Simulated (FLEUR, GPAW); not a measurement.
A GPAW input for a self-consistent single point of MnCoN2 (R3m, 4 atoms in the cell) (DFT PBEsol, plane waves, GPAW PAW datasets PBEsol (made by gpaw-setup)):

```python
from ase import Atoms
from ase.units import GPa
from gpaw import GPAW, PW

atoms = Atoms(['Mn', 'Co', 'N', 'N'],
              cell=[[1.463723, 0.845081, 4.752735],
                    [-1.463723, 0.845081, 4.752735],
                    [0.000000, -1.690162, 4.752735]],
              scaled_positions=[[0.186390, 0.186390, 0.186390],
                                [0.690687, 0.690687, 0.690687],
                                [0.066230, 0.066230, 0.066230],
                                [0.561203, 0.561203, 0.561203]],
              pbc=True)

calc = GPAW(mode=PW(950),
            xc='PBEsol',
            kpts={'size': (12, 12, 12), 'gamma': True},
            occupations={'name': 'methfessel-paxton', 'width': 0.272, 'order': 0},
            nbands=-8,
            convergence={'density': 1e-05, 'energy': 1e-05},
            symmetry={'symmorphic': False, 'tolerance': 0.0005},
            maxiter=100,
            txt='-')

atoms.calc = calc

energy = atoms.get_potential_energy()
print('Energy (eV):', round(energy, 6))
forces = atoms.get_forces()
print('Forces (eV/Ang):')
print(forces.round(5))
stress = atoms.get_stress()
print('Stress (GPa, Voigt):', (stress / GPa).round(4))
```

Q: Write the same calculation as an input for FLEUR.

A: One input that does it (others would too):

Input of the input generator:

```
MnCoN2
&input film=f /
1.4637231143 0.8450809340 4.7527350000
-1.4637231143 0.8450809340 4.7527350000
0.0000000000 -1.6901618681 4.7527350000
1.8897261246
1.0 1.0 1.0

4
25 0.1863900000 0.1863900000 0.1863900000
27 0.6906870000 0.6906870000 0.6906870000
7 0.0662300000 0.0662300000 0.0662300000
7 0.5612030000 0.5612030000 0.5612030000

&comp jspins=1 /
&exco xctyp='PBEs' /
&kpt div1=12 div2=12 div3=12 gamma=t /
&end /
```

```xml
<?xml version="1.0" encoding="UTF-8" standalone="no"?>
<fleurInput fleurInputVersion="0.39">
   <comment>
      MnCoN2                                                                                              
   </comment>
   <calculationSetup>
      <cutoffs Kmax="4.8" Gmax="14.4" GmaxXC="14.4" numbands="0"/>
      <scfLoop itmax="60" minDistance="0.00001" maxIterBroyd="40" imix="Anderson" alpha="0.05" precondParam="0.0" spinf="2.0"/>
      <coreElectrons ctail="T" frcor="F" kcrel="0" coretail_lmax="0"/>
      <xcFunctional name="PBEs" relativisticCorrections="F"/>
      <magnetism jspins="1"/>
      <soc l_soc="F" theta="0.0" phi="0.0" spav="F"/>
      <expertModes spex="0" secvar="F"/>
      <geometryOptimization l_f="T" forcealpha="1.0" forcemix="BFGS" epsdisp="0.00001" epsforce="0.00001"/>
      <ldaU l_linMix="F" mixParam="0.05" spinf="1.0"/>
   </calculationSetup>
   <cell>
      <bzIntegration valenceElectrons="40.0" mode="gauss" fermiSmearingEnergy="0.00999582">
         <kPointListSelection listName="default-1"/>
         <!-- k-points included here -->
         <xi:include xmlns:xi="http://www.w3.org/2001/XInclude" href="kpts.xml"> </xi:include>
      </bzIntegration>
      <!-- symmetry operations included here -->
      <xi:include xmlns:xi="http://www.w3.org/2001/XInclude" href="sym.xml"> </xi:include>
      <bulkLattice scale="1.0">
         <bravaisMatrix>
            <row-1>    2.7660358082735819     1.5969715183811681     8.9813674928007821</row-1>
            <row-2>   -2.7660358082735819     1.5969715183811681     8.9813674928007821</row-2>
            <row-3>    0.0000000000000000    -3.1939430369513091     8.9813674928007821</row-3>
         </bravaisMatrix>
      </bulkLattice>
   </cell>
   <atomSpecies>
      <species name="Manganese (Mn)" element="Mn" atomicNumber="25">
         <mtSphere radius="1.89" gridPoints="669" logIncrement="0.018"/>
         <atomicCutoffs lmax="8" lnonsphr="6"/>
         <electronConfig flipSpins="F">
            <coreConfig>(1s1/2) (2s1/2) (2p1/2) (2p3/2)</coreConfig>
            <valenceConfig>(3s1/2) (3p1/2) (3p3/2) (4s1/2) (3d3/2) (3d5/2)</valenceConfig>
            <stateOccupation state="(3d3/2)" spinUp="1.0" spinDown="1.0"/>
            <stateOccupation state="(3d5/2)" spinUp="1.5" spinDown="1.5"/>
         </electronConfig>
         <energyParameters s="4" p="4" d="3" f="4"/>
         <lo type="SCLO" l="0" n="3" eDeriv="0"/>
         <lo type="SCLO" l="1" n="3" eDeriv="0"/>
      </species>
      <species name="Cobalt (Co)" element="Co" atomicNumber="27">
         <mtSphere radius="2.03" gridPoints="717" logIncrement="0.017"/>
         <atomicCutoffs lmax="8" lnonsphr="6"/>
         <electronConfig flipSpins="F">
            <coreConfig>(1s1/2) (2s1/2) (2p1/2) (2p3/2) (3s1/2)</coreConfig>
            <valenceConfig>(3p1/2) (3p3/2) (4s1/2) (3d3/2) (3d5/2)</valenceConfig>
            <stateOccupation state="(3d3/2)" spinUp="1.4" spinDown="1.4"/>
            <stateOccupation state="(3d5/2)" spinUp="2.1" spinDown="2.1"/>
         </electronConfig>
         <energyParameters s="4" p="4" d="3" f="4"/>
         <lo type="SCLO" l="1" n="3" eDeriv="0"/>
      </species>
      <species name="Nitrogen (N)" element="N" atomicNumber="7">
         <mtSphere radius="1.07" gridPoints="377" logIncrement="0.027"/>
         <atomicCutoffs lmax="6" lnonsphr="4"/>
         <electronConfig flipSpins="F">
            <coreConfig>(1s1/2)</coreConfig>
            <valenceConfig>(2s1/2) (2p1/2) (2p3/2)</valenceConfig>
            <stateOccupation state="(2p1/2)" spinUp="0.5" spinDown="0.5"/>
            <stateOccupation state="(2p3/2)" spinUp="1.0" spinDown="1.0"/>
         </electronConfig>
         <energyParameters s="2" p="2" d="3" f="4"/>
      </species>
   </atomSpecies>
   <atomGroups>
      <atomGroup species="Manganese (Mn)">
         <relPos label="                   1">.1863900000 .1863900000 .1863900000</relPos>
         <force calculate="T" relaxXYZ="TTT"/>
      </atomGroup>
      <atomGroup species="Cobalt (Co)">
         <relPos label="                   2">-.3093130000 -.3093130000 -.3093130000</relPos>
         <force calculate="T" relaxXYZ="TTT"/>
      </atomGroup>
      <atomGroup species="Nitrogen (N)">
         <relPos label="                   3">.0662300000 .0662300000 .0662300000</relPos>
         <force calculate="T" relaxXYZ="TTT"/>
      </atomGroup>
      <atomGroup species="Nitrogen (N)">
         <relPos label="                   4">-.4387970000 -.4387970000 -.4387970000</relPos>
         <force calculate="T" relaxXYZ="TTT"/>
      </atomGroup>
   </atomGroups>
   <output dos="F" band="F" slice="F">
      <checks vchk="F" cdinf="F"/>
      <bandDOS minEnergy="-.5*Htr" maxEnergy="0.5*Htr" sigma="0.015" storeEVData="T"/>
      <vacuumDOS vacdos="F" integ="F" star="F" nstars="0" locx1="0.0" locy1="0.0" locx2="0.0" locy2="0.0" nstm="0" tworkf="0.0"/>
      <unfoldingBand unfoldBand="F" supercellX="1" supercellY="1" supercellZ="1"/>
      <plotting iplot="0" polar="F">
         <plot TwoD="T" vec1="  1.0  0.0  0.0" vec2="  0.0  1.0  0.0" vec3="  0.0  0.0  1.0" zero="  0.0  0.0  0.0" file="plot"/>
      </plotting>
      <chargeDensitySlicing numkpt="0" minEigenval="0.0" maxEigenval="0.0" nnne="0" pallst="F"/>
      <specialOutput eonly="F"/>
      <magneticCircularDichroism mcd="F" energyLo="-10.0" energyUp="0.0"/>
   </output>
  <!-- We include the file relax.xml here to enable relaxations (see documentation) -->
  <xi:include xmlns:xi="http://www.w3.org/2001/XInclude" href="relax.xml"> <xi:fallback/> </xi:include>
</fleurInput>
```

Basis, cutoffs, solver keys and any potentials are the target program's own. This input uses DFT, PBEsol, all-electron FLAPW (FLEUR), scalar-relativistic valence.

The starting cell comes from a database of computed structures (which also holds hypothetical and non-ambient phases and stackings), without a prior relaxation at this level. Its lattice was rescaled by a random factor within 2.5 % of one.
